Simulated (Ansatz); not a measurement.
Consider CaF2 in the fluorite structure (space group Fm-3m, No. 225; a = 5.4391 Å).

Calculations: r2SCAN (Ansatz, a first-principles code; PAW; 500 eV plane waves; no SOC).

One change was made to it. Results:

| quantity | base | after |
|---|---|---|
| volume per atom | 13.41 Å³ | 12.34 Å³ |
| valley order (the lowest conduction-band minima on the path, energy above the VBM, named in the base's zone) | Γ 8.03 eV; X along ⟨100⟩ 8.79 eV | Γ 8.55 eV; X along ⟨100⟩ 9.02 eV |
| electron mass | 0.56 mₑ (at Γ) | 0.57 mₑ (at Γ) |

### Question
Name the change that was made.
A. pressure 4.2 GPa
B. pressure 1.8 GPa
C. pressure 60 GPa
D. pressure 9 GPa

### Answer
D, pressure 9 GPa. For comparison, the valley order in the other runs: pressure 1.8 GPa gives Γ 8.15 eV; X along ⟨100⟩ 8.84 eV; pressure 60 GPa gives X along ⟨100⟩ 9.65 eV; Γ 10.22 eV; pressure 4.2 GPa gives Γ 8.29 eV; X along ⟨100⟩ 8.91 eV.

The levels and masses belong to the bands next to the band gap. Load acts through the strain it causes; cell and atoms are relaxed under it. Masses are band curvatures over ±0.01 Å⁻¹ around the edge. No phonon test of stability was made. Competing high-pressure phases were not computed.
